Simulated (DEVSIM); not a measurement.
System: Ti/SiON/p-Si capacitor, at 300 K.

```tsv
layer (left to right)	material	thickness (nm)	Na (cm⁻³)
1	SiON	23.0	-
2	Si	5500	1.1e16
```

Metal gate on the left, work function 4.33 eV. Fixed charge at the semiconductor interface 1.1e11 cm⁻² (in units of +e); no interface traps.

Constants are typed, rounded textbook-type inputs, not results; the design itself was drawn at random and stands for no fabricated device. Values at 300 K.

```tsv
parameter	SiON	Si
gap (eV)	7	1.124
affinity (eV)	1.4	4.05
permittivity	5.5	11.7
Nc (cm⁻³)	-	2.86e19
Nv (cm⁻³)	-	3.1e19
```

Simulated with DEVSIM: 1D Poisson equation in equilibrium, Boltzmann statistics, complete ionisation; no quantum confinement or tunnelling. Metal contacts follow the ideal Schottky-Mott rule: no Fermi-level pinning, no interface dipoles.

The interface trap density was swept, all else fixed.

```tsv
interface trap density (cm^-2 eV^-1)	flat-band voltage (V)	minimum of the low-frequency capacitance (μF/cm²)	threshold voltage (band bending 2φF) (V)
0	-0.72	0.0338	0.23
1e10	-0.73	0.0349	0.23
1e11	-0.77	0.0445	0.24
3e11	-0.85	0.0623	0.27
1e12	-1.16	0.103	0.34
2e12	-1.60	0.133	0.44
```

From the first row to the last the flat-band voltage goes from -0.72 to -1.60. From the first row to the last the minimum of the low-frequency capacitance goes from 0.0338 to 0.133.
